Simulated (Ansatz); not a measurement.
```xyz
4
Lattice="3.5718 0.0000 0.0000 -1.7859 3.0933 0.0000 0.0000 0.0000 24.1500" Properties=species:S:1:pos:R:3 pbc="T T T"
As     0.0000     2.0622     8.7598
As     1.7859     1.0311    10.1573
As     1.7859     1.0311    13.9927
As     0.0000     2.0622    15.3902
```

Methods: PBE+D3(BJ) (plane waves to 420 eV, PAW; Ansatz, an electronic-structure program); PBE (plane waves to 420 eV, PAW; Ansatz); r2SCAN (plane waves to 500 eV, PAW; Ansatz); PBE+D3(BJ) with spin-orbit coupling (plane waves to 420 eV, PAW; Ansatz); HSE06 (plane waves to 420 eV, PAW; Ansatz). Geometries and values that name no level are of the first. Values not marked SOC have no spin–orbit coupling; PBE gaps are too small against experiment. Its k-point mesh 9×9×1, Fermi–Dirac width 0.01 eV. HSE06 ran on meshes of its own (9×9×1); its edges and gaps are taken over the mesh and over extra points off it, mostly where PBE has its edges. A dipole correction is on.

Name the layers and their stacking, and give its binding and gap.

2 layers of arsenene, started at antiparallel, no shift (facing As atop As, which symmetry holds and which is mostly a maximum against sliding; arsenene a predicted or substrate-bound sheet, here free).
The step of the vacuum level across the stack (top less bottom) is 0.00 eV and the interaction energy of the frozen layers comes out as -12.3 meV/Å². The interaction energy without the D3 term at this geometry comes out as +2.8 meV/Å², the interaction energy at r2SCAN, without a dispersion term, at this geometry is +0.7 meV/Å² and the r2SCAN gap over the mesh and listed points off it is 1.56 eV. The spacing and interaction energy when relaxed at plain PBE (a flat surface, so the spacing is loose) comes out as 5.0 Å and -0.4 meV/Å², the PBE gap over the mesh and listed points off it is 1.28 eV, indirect (lowest direct gap 1.78 eV) and the valence and conduction edges under the vacuum level of the lower face comes out as 5.27 and 3.99 eV. The HSE06 gap at the same geometry is 1.86 eV. The PBE+SOC gap at the same geometry is 1.15 eV.
